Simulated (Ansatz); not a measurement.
TlBr (Cmcm, No. 63, 4 atoms in the cell; start mp-568949; a measured phase of this formula has another space group), treated with PBE0 in Ansatz (PAW).

Run with plane-wave cutoff 460 eV, 6×6×6 k mesh, Fermi–Dirac smearing 0.01 eV, scalar-relativistic PAW data made under PBE.

Cell (relaxed with PBEsol):

```cif
data_Br4Tl4
_chemical_formula_sum 'Tl4 Br4'
_space_group_name_H-M_alt 'Cmcm'
_space_group_IT_number 63
_space_group_name_Hall '-C 2c 2'
_cell_length_a 4.33852
_cell_length_b 12.15367
_cell_length_c 4.86852
_cell_angle_alpha 90.000
_cell_angle_beta 90.000
_cell_angle_gamma 90.000
loop_
_space_group_symop_operation_xyz
  'x, y, z'
  '-x, -y, -z'
  '-x, -y, z+1/2'
  'x, y, -z+1/2'
  'x, -y, -z'
  '-x, y, z'
  '-x, y, -z+1/2'
  'x, -y, z+1/2'
  'x+1/2, y+1/2, z'
  '-x+1/2, -y+1/2, -z'
  '-x+1/2, -y+1/2, z+1/2'
  'x+1/2, y+1/2, -z+1/2'
  'x+1/2, -y+1/2, -z'
  '-x+1/2, y+1/2, z'
  '-x+1/2, y+1/2, -z+1/2'
  'x+1/2, -y+1/2, z+1/2'
loop_
_atom_site_label
_atom_site_type_symbol
_atom_site_symmetry_multiplicity
_atom_site_Wyckoff_symbol
_atom_site_fract_x
_atom_site_fract_y
_atom_site_fract_z
_atom_site_occupancy
Tl1 Tl 4 c 0.00000 0.39054 0.25000 1
Br1 Br 4 c 0.00000 0.13611 0.25000 1
```
(The calculation used a cell of 4 atoms; values per cell refer to that cell.)

### Question
Give the computed band gap and direct gap at Γ.

### Answer

- band gap = 3.24 eV
- direct gap at Γ = 7.67 eV

Note: cell and atoms aren't relaxed at this level (pressure 2.0 GPa).

Spin–orbit coupling is not included; with these elements it can move the gap by several tenths of an eV or more.

It cost around 6 core-minutes (rough) of CPU time.

A start named mp-… is a Materials Project structure, which need not be a measured phase.

Ansatz is a program for electronic structure.
